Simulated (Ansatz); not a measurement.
Base system: BeRh in the CsCl type structure (space group Pm-3m, No. 221; a cell from a computed database, its experimental status unchecked; relaxed with 0.1 eV smearing).

```
BeRh
1.0
    2.75342     0.00000     0.00000
    0.00000     2.75342     0.00000
    0.00000     0.00000     2.75342
Be Rh
1 1
Direct
  0.00000   0.00000   0.00000
  0.50000   0.50000   0.50000
```

Cartesian axes are those of the cell as printed.

Method: PBEsol (Ansatz, a first-principles code; PAW; 420 eV plane waves; no spin-orbit coupling).

Strains are applied to the cell and any free atomic positions relax; under biaxial strain the out-of-plane vector relaxes too.

One change was made to it. Results:

| quantity | base | after |
|---|---|---|
| pressure (mean of the normal stresses, compression positive) | 0.0 GPa | -9.3 GPa |
| shortest interatomic distance | 2.385 Å | 2.425 Å |

### Question
Which of these changes matches the shifts?
A) uniaxial strain ε_xx = +2.11 %
B) biaxial strain −0.50 %, plane normal [110], relaxed out of plane
C) strain tensor (xx, yy, zz, yz, xz, xy) = (−1.26, +0.41, +0.63, −1.26, +0.99, +0.13) %
D) biaxial strain +3.53 %, plane normal [001], relaxed out of plane

### Answer
D, biaxial strain +3.53 %, plane normal [001], relaxed out of plane. For comparison, the pressure in the other runs: biaxial strain −0.50 %, plane normal [110], relaxed out of plane gives 1.4 GPa; uniaxial strain ε_xx = +2.11 % gives -4.5 GPa; strain tensor (xx, yy, zz, yz, xz, xy) = (−1.26, +0.41, +0.63, −1.26, +0.99, +0.13) % gives 0.8 GPa.

Whether these cells are dynamically stable was not tested. All final runs are without spin polarisation. BeRh has a high density of states at the Fermi level and may be magnetic at this level.
